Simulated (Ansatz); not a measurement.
# KCl: band gap against strain

KCl (rock salt, Fm-3m, 32.484 Å³/atom at rest, cube axes along x, y and z) under an equal strain ε along all three axes. PBE in Ansatz, a plane-wave DFT program (PAW, default set), 420 eV, 9×9×9 Γ-centred mesh, Fermi-Dirac smearing 0.05 eV; ions are relaxed within the symmetry of each cell. Gaps are the smallest over the k-mesh and a band path, without spin-orbit coupling; in all rows the valence edge lies at Γ and the conduction edge at Γ.

Here s stands for strain and Eg for gap.

| strain (%) | gap (eV) |
|---|---|
| -3.00 | ? |
| -1.50 | 5.201 |
| -1.00 | 5.149 |
| -0.50 | 5.097 |
| 0.00 | 5.047 |
| 0.50 | 4.998 |
| 1.00 | 4.950 |
| 1.50 | 4.903 |

Using a straight line, estimate the missing Eg at s = -3.00 from the other rows, showing the fit.

Means: s 0, Eg 5.0493. About the means, the sum of products is -0.69550 and the sum of squares of s is 7.0000; the slope is their ratio. Least squares gives Eg = 5.0493 - 0.09936·s. Residuals (row less fit): 0.0027, 0.0003, -0.0020, -0.0023, -0.0016, 0.0001, 0.0027; standard error 0.0023 (degrees of freedom: 5). Over these rows the gap moves by -9.9 ± 0.09 eV per unit strain, or -3.3 eV per unit of ln V. At the withheld row, Eg = 5.0493 - 0.09936 × (-3.0) = 5.3474 eV. The calculation gives 5.365 eV, 0.0176 eV above the prediction (3.8 % of the range of Eg in the table). The row lies outside the fitted rows, so this is an extrapolation. From the scatter of the fitted rows alone, a prediction at this place has a standard error of 0.0036 eV, so the miss is 4.9 times that.

One order more, fitted to all 13 runs of the series, follows each within 0.001, so the miss is the next term of a smooth law. Other structures, which can take over under pressure, weren't tried. Rows are the converged runs of the series near zero and its far end; series whose fitted rows scatter by over a few per cent of the range, as at a crossing or softening among them, aren't shown in this form. Most that stay on the fit to the last digits aren't either.
